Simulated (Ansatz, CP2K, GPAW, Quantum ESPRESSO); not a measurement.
## One structure in several programs: ZrAs (P1, 8 atoms in the cell)

Self-consistent single point, at a second geometry (atoms moved at random). First geometry:

```
ZrAs
1.0
    3.87005     0.00000     0.00000
   -1.93502     3.35156     0.00000
    0.00000     0.00000    13.02050
Zr As
4 4
Direct
  0.33333   0.66667   0.11654
  0.66667   0.33333   0.88346
  0.66667   0.33333   0.61654
  0.33333   0.66667   0.38346
  0.00000   0.00000   0.00000
  0.00000   0.00000   0.50000
  0.33333   0.66667   0.75000
  0.66667   0.33333   0.25000
```

Second geometry:
```
ZrAs
1.0
    3.87005     0.00000     0.00000
   -1.93502     3.35156     0.00000
    0.00000     0.00000    13.02050
Zr As
4 4
Direct
  0.31752   0.65994   0.11315
  0.67203   0.33933   0.88153
  0.66788   0.33338   0.61906
  0.33120   0.65037   0.38813
  0.02008   0.00763   0.00252
  0.99793   0.00689   0.49528
  0.32392   0.66629   0.75334
  0.66944   0.33616   0.24699
```

Shared settings, as Ansatz (a quantum-chemistry and plane-wave program) writes them: kpoints.mp_grid.grid = 5 5 2; scf.occupations.method = gaussian; scf.occupations.width = 0.0073 Ry. Potentials and cutoffs stand in the table.

| code | model | ΔF from the first geometry (meV/atom) | pressure (GPa) | largest force (eV/Å) | cutoff |
|---|---|---|---|---|---|
| CP2K | PBEsol, GPW, DZVP-MOLOPT-SR-GTH basis, GTH-PBE potentials (GTH_POTENTIALS) | 26.7 | -4.75 | 1.415 | grid 500 Ry |
| GPAW | PBEsol, GPAW PAW datasets PBEsol (made by gpaw-setup) | 25.3 | -6.45 | 1.341 | 600 eV |
| Quantum ESPRESSO | PBEsol, SSSP 1.1.2 efficiency (PBE) pseudopotentials | 25.7 | -5.89 | 1.361 | 40 Ry |
| Ansatz | PBEsol, PAW files made with PBE | 25.3 | -6.26 | 1.342 | 30.9 Ry |

Size of the force on each atom (eV/Å): Sizes of forces hide their directions.

```
code                Zr1    Zr2    Zr3    Zr4    As5    As6    As7    As8
----------------  -----  -----  -----  -----  -----  -----  -----  -----
CP2K              0.993  0.751  0.672  1.221  1.271  1.415  0.540  0.347
GPAW              0.936  0.724  0.645  1.152  1.206  1.341  0.518  0.324
Quantum ESPRESSO  0.953  0.734  0.654  1.173  1.223  1.361  0.523  0.330
Ansatz            0.937  0.723  0.643  1.154  1.206  1.342  0.518  0.324
```

The spread over the programs that give each value: ΔF from the first geometry within 1.4 meV/atom; pressure within 1.70 GPa; largest force within 0.074 eV/Å.

CP2K uses small atom-centred bases, whose incompleteness enters pressures, forces and empty levels differently from a plane-wave cutoff. Ansatz's pressure is given at a fixed set of plane waves, as the other plane-wave codes print theirs. In the pressure, CP2K (by 1.51) lies more than 1 GPa from the median of the plane-wave programs.

The starting cell comes from a database of computed structures (which also holds hypothetical and non-ambient phases and stackings), without a prior relaxation at this level. Its lattice was rescaled by a random factor within 2.5 % of one. For this run, on top of that: atoms moved at random.

Keys are those of Ansatz 0.2.
